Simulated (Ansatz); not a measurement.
# WAg (model structure, Pm-3m, No. 221, 2 atoms in the cell)

These are PBEsol in Ansatz (plane waves, PAW) values and carry that method's errors.

Settings: plane-wave cutoff 520 eV, 18×18×18 k mesh, Fermi–Dirac smearing 0.05 eV, no spin polarisation, scalar-relativistic PAW data made under PBE.

Cell (relaxed at this level):

```cif
data_AgW
_chemical_formula_sum 'Ag1 W1'
_space_group_name_H-M_alt 'Pm-3m'
_space_group_IT_number 221
_space_group_name_Hall '-P 4 2 3'
_cell_length_a 3.17615
_cell_length_b 3.17615
_cell_length_c 3.17615
_cell_angle_alpha 90.000
_cell_angle_beta 90.000
_cell_angle_gamma 90.000
loop_
_atom_site_label
_atom_site_type_symbol
_atom_site_symmetry_multiplicity
_atom_site_Wyckoff_symbol
_atom_site_fract_x
_atom_site_fract_y
_atom_site_fract_z
_atom_site_occupancy
Ag1 Ag 1 a 0.00000 0.00000 0.00000 1
W1 W 1 b 0.50000 0.50000 0.50000 1
```

```yaml
bulk_modulus: 225 GPa
```

Note: the run has no spin polarisation, so it can have missed a magnetic state; the bulk modulus is −V dP/dV from two relaxed cells at ±2 % in volume; the relaxation could raise the start's symmetry but not lower it, so the cell can be a saddle point.

Spin–orbit coupling is not included.

Computed values are for the static lattice.

A model structure was made by putting elements into a prototype or built by hand; it is no filed structure, need not be a known phase, and can be a saddle point held by its symmetry.

Ansatz is a first-principles code.
